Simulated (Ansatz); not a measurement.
**As (I4/mmm, No. 139, 3 atoms in the cell; start mp-1238842; another form than the element's usual one)**

Method: PBEsol (Ansatz, a program for electronic structure, plane waves, PAW).

Settings: plane-wave cutoff 520 eV, 20×20×20 k mesh, Fermi–Dirac smearing 0.05 eV, scalar-relativistic PAW data made under PBE.

Cell (relaxed at this level):

```
As
1.0
   -2.00033     2.00033     4.00123
    2.00033    -2.00033     4.00123
    2.00033     2.00033    -4.00123
As
3
Direct
  0.75000   0.25000   0.50000
  0.25000   0.75000   0.50000
  0.50000   0.50000   0.00000
```

- band gap = none
- bulk modulus = 76.8 GPa

Note: the relaxation could not lower the start's symmetry, so the cell can be a saddle point above a distorted one; the bulk modulus is −V dP/dV from two relaxed cells at ±2 % in volume.

Spin–orbit coupling is not included.

Static lattice: no zero-point or thermal effects.

A start named mp-… is a Materials Project structure, which need not be a measured phase.
